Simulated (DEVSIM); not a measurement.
Device: GaAs n-i-p diode, at 250 K.

| layer (left to right) | material | thickness (μm) | Nd (cm⁻³) | Na (cm⁻³) | τn (s) | τp (s) |
|---|---|---|---|---|---|---|
| 1 | GaAs | 0.210 | 1.7e17 | - | 5.4e-8 | 5.4e-8 |
| 2 | GaAs | 1.30 | - | 4.4e13 | 5.4e-8 | 5.4e-8 |
| 3 | GaAs | 2.10 | - | 2.2e17 | 5.4e-8 | 5.4e-8 |

Left contact: ohmic. Right contact: ohmic. Voltage is applied to the left contact. Recombination: SRH at mid-gap, Auger. Mobility is constant in doping. Where it depends on doping, it is μmin + (μ − μmin)/(1 + (N/Nref)^α).

Constants are typed, rounded textbook-type inputs, not results; the design itself was drawn at random and stands for no fabricated device. Values at 300 K; Nc and Nv go as T^1.5, mobilities as T to minus their exponent, the gap by Varshni's rule with the affinity fixed. The table also holds parameters that only a changed run uses.

```csv
parameter,GaAs
gap (eV),1.424
affinity (eV),4.07
permittivity,12.9
Nc (cm⁻³),4.7e17
Nv (cm⁻³),9e18
μn (cm²/Vs),8500
μp (cm²/Vs),400
"μn,min",500
"μp,min",20
"Nref,n",6e16
"Nref,p",1.5e17
αn,0.39
αp,0.38
T exponent of μn,2.1
T exponent of μp,2.2
Cn (cm⁶/s),1e-30
Cp (cm⁶/s),1e-30
Varshni α (eV/K),0.000541
Varshni β (K),204
```

DEVSIM, 1D drift-diffusion, Boltzmann statistics, complete ionisation; no tunnelling, impact ionisation, image-force lowering or self-heating.

Base results: dark forward voltage at 100 A/cm² (V) 1.222; potential step across the device at zero bias (V) 1.356; dark forward voltage at 1 A/cm² (V) 1.117.

### Question
What follows from this one change: doping Na of layer 3 2.2e+17 → 6.6e+17 cm^-3?

### Answer
dark forward voltage at 100 A/cm² 1.222 → 1.235 V; potential step across the device at zero bias 1.356 → 1.380 V; dark forward voltage at 1 A/cm² 1.117 → 1.128 V.

### Question
What follows from this one change: temperature 250 → 500 K?

### Answer
dark forward voltage at 100 A/cm² 1.222 → 0.826 V; potential step across the device at zero bias 1.356 → 1.059 V; dark forward voltage at 1 A/cm² 1.117 → 0.614 V.

### Question
What follows from this one change: doping-dependent mobility in place of the constant one?

### Answer
dark forward voltage at 100 A/cm² 1.222 → 1.239 V; potential step across the device at zero bias little changed (1.356 V); dark forward voltage at 1 A/cm² 1.117 → 1.133 V.
